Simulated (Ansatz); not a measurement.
## HgSe: response to strain

The parent structure is HgSe in the zinc blende structure (space group F-43m, No. 216; a = 6.133 Å). Axes: x, y, z lie along the cube axes.

Strains are applied to the cell and any free atomic positions relax; under biaxial strain the out-of-plane vector relaxes too.

The values are results of Kohn–Sham DFT with the PBEsol functional, run in Ansatz (a first-principles code) with PAW and 420 eV plane waves, no spin-orbit coupling, not measurements.

Candidates:
(a) biaxial strain +2.50 %, plane normal [001], relaxed out of plane
(b) biaxial strain −1.50 %, plane normal [001], relaxed out of plane
(c) biaxial strain +3.00 %, plane normal [001], relaxed out of plane
(d) biaxial strain +1.00 %, plane normal [001], relaxed out of plane
(e) biaxial strain −3.00 %, plane normal [001], relaxed out of plane

Notes on the quantities. energy relative to the base: free energy F.

Problem. Order them by energy relative to the base, highest first.

Solution. (e) biaxial strain −3.00 %, plane normal [001], relaxed out of plane (+6.4 meV/atom), (c) biaxial strain +3.00 %, plane normal [001], relaxed out of plane (+5.7 meV/atom), (a) biaxial strain +2.50 %, plane normal [001], relaxed out of plane (+4.0 meV/atom), (b) biaxial strain −1.50 %, plane normal [001], relaxed out of plane (+1.6 meV/atom), (d) biaxial strain +1.00 %, plane normal [001], relaxed out of plane (+0.7 meV/atom)

A case with no gap was solved on a k-mesh chosen for an insulator, which is coarse for it. No phonon test of stability was made. All final runs are without spin polarisation.
